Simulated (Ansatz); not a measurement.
## Several settings converged on the (001) slab of SnO (cut from a parent of space group no. 129; 8 atoms in the cell)

```
CELL_PARAMETERS angstrom
      3.78100     0.00000     0.00000
      0.00000     3.78100     0.00000
      0.00000     0.00000    21.10821
ATOMIC_POSITIONS crystal
  Sn 0.50000 0.00000 0.33162
  Sn 0.00000 0.50000 0.44023
  O  0.50000 0.50000 0.38593
  O  0.00000 0.00000 0.38593
  Sn 0.50000 0.00000 0.55977
  Sn 0.00000 0.50000 0.66838
  O  0.50000 0.50000 0.61407
  O  0.00000 0.00000 0.61407
```

Base method: PBEsol, default PAW files made with PBE (plane waves; Ansatz, an electronic-structure program).

Base settings: basis.ecutwfc = 420 eV; kpoints.mp_grid.grid = 6 6 1; hamiltonian.xc = pbesol; hamiltonian.pseudopotentials = {kind: paw} (the program's default PAW files); scf.occupations.method = fermi_dirac; scf.occupations.width = 0.02 eV.

The count of work is k-points × plane waves × bands × iterations; it is no time. 

**The vacuum**

The mesh stays at the base's, so the ladder's end is converged at best in this setting alone.

Only quantities that move along the ladder and can be compared are tabulated.

```csv
vacuum between outermost atoms (Å),free energy less the last step's (meV/atom),largest difference of a force vector from the last step's (eV/Å),gap on the mesh (eV),count of work / last
3.0,-31.68,0.064,0.276,0.24
4.0,-11.18,0.040,0.736,0.27
5.0,-2.45,0.016,0.933,0.33
6.0,-0.46,0.007,1.015,0.35
7.0,-0.14,0.004,1.039,0.38
8.0,-0.02,0.002,1.047,0.41
10.0,-0.07,0.001,1.050,0.46
12.0,-0.02,0.000,1.051,0.52
14.0,0.01,0.000,1.051,0.57
17.0,-0.01,0.000,1.051,0.65
20.0,0.03,0.000,1.051,0.73
25.0,-0.02,0.001,1.051,0.87
30.0,0.00,0.000,1.051,1.0
```

Smallest vacuum between outermost atoms (Å) that holds the free energy within 2 meV/atom of the last step, with all finer ones: 6.0, at 0.35 of the last step's count of work; the step before is off by 2.4 meV/atom.

Smallest vacuum between outermost atoms (Å) that holds the gap on the mesh within 0.02 eV of the last step, with all finer ones: 7.0, at 0.38 of the last step's count of work; the step before is off by 0.036 eV.

Smallest vacuum between outermost atoms (Å) that holds the forces within 0.005 eV/Å of the last step, with all finer ones: 7.0, at 0.38 of the last step's count of work; the step before is off by 0.007 eV/Å.

**The plane-wave cutoff**

The mesh stays at the base's, so the ladder's end is converged at best in this setting alone.

Only quantities that move along the ladder and can be compared are tabulated.

| basis.ecutwfc | free energy less the last step's (meV/atom) | largest difference of a force vector from the last step's (eV/Å) | gap on the mesh (eV) | count of work / last |
|---|---|---|---|---|
| 210 eV | 4020.31 | 0.343 | 1.079 | 0.11 |
| 250 eV | 1129.62 | 0.161 | 1.015 | 0.14 |
| 295 eV | 294.24 | 0.120 | 1.040 | 0.19 |
| 355 eV | 48.63 | 0.003 | 1.049 | 0.24 |
| 420 eV | 5.29 | 0.008 | 1.051 | 0.31 |
| 505 eV | 0.66 | 0.001 | 1.051 | 0.41 |
| 630 eV | 0.26 | 0.000 | 1.051 | 0.65 |
| 840 eV | 0.00 | 0.000 | 1.051 | 1.0 |

Coarsest basis.ecutwfc that holds the free energy within 2 meV/atom of the last step, with all finer ones: 505 eV, at 0.41 of the last step's count of work; the step before is off by 5.3 meV/atom.

Coarsest basis.ecutwfc that holds the gap on the mesh within 0.01 eV of the last step, with all finer ones: 355 eV, at 0.24 of the last step's count of work; the step before is off by 0.011 eV.

Coarsest basis.ecutwfc that holds the forces within 0.01 eV/Å of the last step, with all finer ones: 355 eV, at 0.24 of the last step's count of work; the step before is off by 0.12 eV/Å.

On the base run: the starting cell has typed, rounded lattice constants, without a prior relaxation at this level. The slab is cut from that crystal, and its faces are unrelaxed. Its lattice was rescaled by up to half a per cent. Spin polarisation is off, though cut faces can carry moments; a gap of a slab can lie between surface states.

Keys are those of Ansatz 0.2.
